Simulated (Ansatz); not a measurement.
System: O vacancy in monoclinic HfO2 (charge state +2). Method: PBE, PAW (plane waves to 420 eV; Ansatz, an electronic-structure program).

96-site cell at the relaxed PBE lattice, the Γ point alone, smearing 0.01 eV, spin-restricted, no finite-size correction. Energies are static. Spin-orbit coupling is left out. The charge state is imposed; whether it is stable for some Fermi level was not computed. Forms of the defect that were not tried may lie lower. The start lies 0.62 eV above the lowest site run (PBE).

Barriers: single points on a 2×2×2 k-point mesh shifted by half a step at the bands' geometries.

Relaxed starting cell (atoms counted from 1):

```xyz
95
Lattice="10.3230 0.0000 0.0000 0.0000 10.4240 0.0000 -1.7966 0.0000 10.5531" Properties=species:S:1:pos:R:3 pbc="T T T"
Hf     0.7183     2.2754     3.5723
Hf    -0.1259     2.3760     9.0029
Hf     0.7875     7.5902     3.7207
Hf    -0.1180     7.6218     9.0413
Hf     5.9651     2.3713     3.7275
Hf     5.0986     2.3697     9.0490
Hf     6.0167     7.6131     3.7113
Hf     5.0426     7.5911     9.0122
Hf     3.4982     2.8127     1.5375
Hf     2.6545     2.7572     6.9547
Hf     3.4948     8.0239     1.5143
Hf     2.5713     8.0483     6.8088
Hf     8.6099     2.8313     1.5157
Hf     7.7357     2.8205     6.8110
Hf     8.6566     8.0273     1.5212
Hf     7.7030     8.0714     6.8166
Hf     3.1810     5.0809     4.0936
Hf     2.1273     5.0063     9.4557
Hf     3.0846    10.1554     4.1298
Hf     2.1463    10.2013     9.4377
Hf     8.1906     4.9747     4.1763
Hf     7.2989     4.9972     9.4594
Hf     8.1849    10.1835     4.1591
Hf     7.2964    10.1946     9.4509
Hf     1.2742     0.1743     1.0545
Hf     0.3151     0.2475     6.3488
Hf     1.2354     5.4200     1.1021
Hf     0.2454     5.5450     6.4443
Hf     6.3998     0.2060     1.0834
Hf     5.5181     0.2166     6.3667
Hf     6.3958     5.4321     1.0974
Hf     5.5065     5.4324     6.3922
O     -0.4112     0.8189     4.4323
O     -1.3063     0.8938     9.7436
O     -0.4082     6.0809     4.4999
O     -1.3191     6.1181     9.7769
O      4.7318     0.9138     4.4815
O      3.8642     0.8836     9.7417
O      4.8139     6.1038     4.4539
O      3.8357     6.1121     9.7563
O      4.6621     4.3344     0.8042
O      3.5435     4.3115     5.9719
O      4.6886     9.5196     0.7812
O      3.7628     9.5655     6.0678
O      9.8612     4.2861     0.7941
O      8.9850     4.2835     6.0530
O      9.8668     9.4946     0.7766
O      8.9383     9.5347     6.0781
O      4.2812     3.5240     3.3943
O      3.3598     3.5014     8.7735
O      4.2590     8.7036     3.4269
O      3.3299     8.7036     8.6830
O      9.4194     3.4908     3.4328
O      8.4959     3.5175     8.6932
O      9.3857     8.6768     3.4380
O      8.4796     8.7158     8.7037
O     -0.0016     1.6391     1.7947
O     -0.8791     1.6994     7.1162
O      0.0353     6.8924     1.8536
O     -0.9158     6.9405     7.1550
O      5.1968     1.7037     1.8243
O      4.3395     1.7007     7.1486
O      5.2095     6.9174     1.8471
O      4.2738     6.8954     7.0908
O      0.5354     3.8699    10.4332
O      1.4717     9.1130     5.1291
O      0.5559     9.0872    10.4164
O      6.5919     3.8741     5.1617
O      5.7167     3.8702    10.4395
O      6.5966     9.0836     5.1495
O      5.7077     9.0772    10.4214
O      2.8380     1.3395     0.0976
O      1.7752     1.7173     5.3627
O      2.8214     6.5501     0.1190
O      1.8898     6.4772     5.3787
O      7.9920     1.3380     0.1175
O      7.0927     1.3354     5.3847
O      7.9823     6.5426     0.1173
O      7.0814     6.5393     5.4205
O      2.3794     1.2157     2.7177
O      1.4834     1.2577     8.0243
O      2.4003     6.4903     2.7333
O      1.4439     6.5106     8.0502
O      7.5363     1.2532     2.7484
O      6.6626     1.2640     8.0344
O      7.5537     6.4628     2.7645
O      6.6155     6.4676     8.0238
O      1.8624     3.9356     2.6639
O      1.0162     3.9594     7.6788
O      1.9086     9.1208     2.4918
O      0.9813     9.1702     7.7678
O      7.0692     3.9376     2.5163
O      6.1250     3.9435     7.7817
O      7.0611     9.1413     2.5052
O      6.1343     9.1568     7.7822
```
Cell charge +2.

End state 1 differs by these moves (Å; atoms that move under 0.08 Å are left out):

| atom | element | Δx | Δy | Δz |
|---|---|---|---|---|
| 1 | Hf | 0.00 | 0.17 | 0.01 |
| 10 | Hf | 0.00 | 0.17 | 0.01 |
| 17 | Hf | -0.12 | -0.13 | 0.10 |
| 19 | Hf | 0.04 | -0.08 | -0.04 |
| 26 | Hf | -0.12 | -0.13 | 0.10 |
| 28 | Hf | 0.04 | -0.08 | -0.04 |
| 33 | O | 0.24 | 0.07 | 0.13 |
| 42 | O | 0.24 | 0.07 | 0.13 |
| 73 | O | -0.18 | 1.76 | -0.19 |
| 80 | O | -0.02 | 0.02 | 0.14 |
| 81 | O | 0.03 | 0.01 | -0.15 |
| 88 | O | 0.03 | 0.01 | -0.15 |
| 89 | O | -0.02 | 0.02 | 0.14 |

Question: What forward and backward barriers to end state 1 does PBE, PAW give?

Answer: forward 0.30 eV, backward 0.30 eV; at the saddle point atom 73 has neighbours 2 Hf at 2.00 Å. The saddle point's order was not checked, and it lies on a symmetry element of the cell, where a band can be held.

End state 2 differs by these moves (Å; atoms that move under 0.08 Å are left out):

```tsv
atom	element	Δx	Δy	Δz
1	Hf	0.07	0.11	0.17
2	Hf	-0.08	-0.12	0.08
4	Hf	-0.01	-0.06	-0.06
10	Hf	0.08	-0.03	-0.22
12	Hf	0.07	0.03	-0.04
17	Hf	-0.13	-0.09	0.08
18	Hf	0.08	0.04	0.14
25	Hf	-0.04	0.01	0.07
28	Hf	0.03	-0.01	-0.23
33	O	0.00	0.09	0.06
35	O	-0.04	0.09	-0.07
42	O	0.29	-0.03	0.06
49	O	-0.07	-0.05	0.05
50	O	-0.26	-0.01	-0.16
57	O	0.03	0.05	0.07
60	O	0.06	0.05	-0.09
65	O	0.03	-0.02	-0.12
73	O	0.18	-0.40	0.01
75	O	0.04	0.11	-0.02
81	O	-0.04	0.07	-0.01
83	O	-0.12	-0.42	-0.05
88	O	0.02	0.00	-0.15
89	O	0.40	-0.09	-2.38
```

Question: What forward and backward barriers to end state 2 does PBE, PAW give?

Answer: forward 0.84 eV, backward 0.84 eV; at the saddle point atom 89 has neighbours Hf at 1.98, Hf at 1.99 Å. The saddle point's order was not checked.
